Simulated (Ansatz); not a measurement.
LaBr₃ (P6₃/m, No. 176), treated with r²SCAN+rVV10 (PAW; Ansatz, a first-principles code).

Numerical settings: plane-wave cutoff 500 eV, 6×6×10 k mesh (along the axes of the cell as run), Fermi–Dirac smearing 0.05 eV, scalar-relativistic PAW data made under PBE.

Computed at the level's own relaxed cell.

Task: What does this level give for the equilibrium volume per atom, lattice constant a, c axis length and band gap?

Result: 
* **equilibrium volume per atom**: 30.96 Å³/atom
* **lattice constant a**: 7.967 Å
* **c axis length**: 4.506 Å
* **band gap**: 3.61 eV (on the SCF k mesh)

Measured, for comparison: band gap 5.9 eV (temperature not stated, no zero-point or thermal correction, literature value; as tabulated in Przystupa et al. (2023), doi:10.3390/ma16145085).

Spin–orbit coupling is not included.

Computing time: very roughly 4 core-minutes.
